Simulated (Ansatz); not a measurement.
We consider L1₂ (Cu3Au-type) Ni₃Al, described by r²SCAN (plane waves, PAW; Ansatz, a program for electronic structure).

Settings: plane-wave cutoff 560 eV, 16×16×16 k mesh, Fermi–Dirac smearing 0.05 eV, spin-polarised with parallel moments, scalar-relativistic PAW data made under PBE.

Pressure at four volumes; x = ln(V/10.961 Å³). One pressure is withheld.

```csv
V (Å³/atom),x,P (GPa)
10.304,-0.0618,?
10.523,-0.0408,9.05
10.961,0.0000,0.00
11.619,0.0583,-10.29
```

Question: Pass a parabola P(x) through the three rows shown, estimate the bulk modulus and its pressure derivative near zero pressure, and predict the withheld pressure.

Answer: Slopes between the rows: (0.00 − (9.05))/(0.0000 − (-0.0408)) = -221.81 and (-10.29 − (0.00))/(0.0583 − (0.0000)) = -176.50 GPa. Their difference over the span 0.0991 is c = 45.31/0.0991 = 457.2 GPa, so P(x) = 9.05 + (-221.81)(x − (-0.0408)) + 457.2 (x − (-0.0408))(x − (0.0000)). At the middle row B = −dP/dx = −[-221.81 + 457.2 × 0.0408] = 203.2 GPa, and B′ = dB/dP = 2c/B = 4.5. At x = -0.0618 the parabola gives 14.30 GPa; the run gives 14.40 GPa. The Birch–Murnaghan fit to the energies at all volumes has B0 = 202 GPa and B′ = 4.6.

Measured, for comparison: bulk modulus 174 GPa (temperature not stated, not corrected to a static lattice; as tabulated in Zarkevich et al. (2023), arXiv:2304.06869). Computed less measured: bulk modulus +16 %.
